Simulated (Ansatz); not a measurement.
AuAl2 (Fm-3m), PBEsol, DFPT electron-phonon coupling, linearised Boltzmann equation (Ansatz, a quantum-chemistry and plane-wave program): phonon-limited resistivity 6.05 μΩ·cm at 300 K, 8.37 μΩ·cm at 400 K, current-weighted mean free path 18.6 nm, Drude plasma energy 7.50 eV.

Estimate the resistivity of a 80 nm square wire with diffuse walls from ρ ≈ ρ₀(1 + 3ℓ/4d).

1 + 0.75 × 18.6/80 = 1.17, so ρ ≈ 7.10 μΩ·cm and a line 1 μm long has 11.1 Ω. The formula is the free-electron limit for d well above ℓ; grain boundaries add to it.

What temperature coefficient of resistance follows, and how does it compare with 1/T?

(ρ₄₀₀ − ρ₃₀₀)/(100 K × ρ₃₀₀) = 3.83×10⁻³ K⁻¹, against 1/T = 3.33×10⁻³ K⁻¹ for a resistivity proportional to T. It lies higher because phonons are still being populated at 300 K; impurities would add a constant and lower it.

What Drude relaxation time do resistivity and plasma energy imply?

ω_p = 1.14e16 s⁻¹, so τ = 1/(ε₀ ω_p² ρ) = 14.4 fs, a damping ħ/τ of 45.8 meV.

A metal at this level (no band gap). Only scattering by harmonic phonons is included (no impurities, grain boundaries, electron-electron scattering or thermal expansion). Spin-orbit coupling is left out, which matters with elements this heavy. Halving the electron mesh (24x24x24) moves the resistivity by up to 8 % at 300 K, the mean free path by up to 3 %. Smearing 0.20 eV; phonons on a 4x4x4 q mesh, which this run doesn't test.
